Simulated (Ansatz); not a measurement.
Consider LiCl in the rock salt structure (space group Fm-3m, No. 225; a = 5.150 Å).

All numbers come from Ansatz (a quantum-chemistry and plane-wave program) PBE, no SOC.

Base values:

| Quantity | Result |
|---|---|
| Valley order | Γ 6.26 eV; L along ⟨111⟩ 6.73 eV; X along ⟨100⟩ 7.80 eV |
| Lattice parameter a | 5.150 Å |
| Electron mass | 0.47 mₑ (at Γ) |

Perturbation: a hydrostatic pressure of 7.5 GPa.

Q: How does this affect the valley order?

A: The valley order (the lowest conduction-band minima on the path, energy above the VBM, named in the base's zone) goes from Γ 6.26 eV; L along ⟨111⟩ 6.73 eV; X along ⟨100⟩ 7.80 eV to L along ⟨111⟩ 6.87 eV; Γ 7.31 eV; X along ⟨100⟩ 7.94 eV.

Q: What does the calculation give for the lattice parameter a after the change?

A: The lattice parameter a shrinks by 0.276 Å to 4.874 Å.

Q: How does this affect the electron mass?

A: The electron mass goes from 0.47 mₑ (at Γ) to 1.1 mₑ along k, 0.32 mₑ across (at L).

The levels and masses belong to the bands next to the band gap. Load acts through the strain it causes; cell and atoms are relaxed under it. Masses are band curvatures over ±0.01 Å⁻¹ around the edge. Along k means along the line from Γ to the band edge. Whether these cells are dynamically stable was not tested. Competing high-pressure phases were not computed.
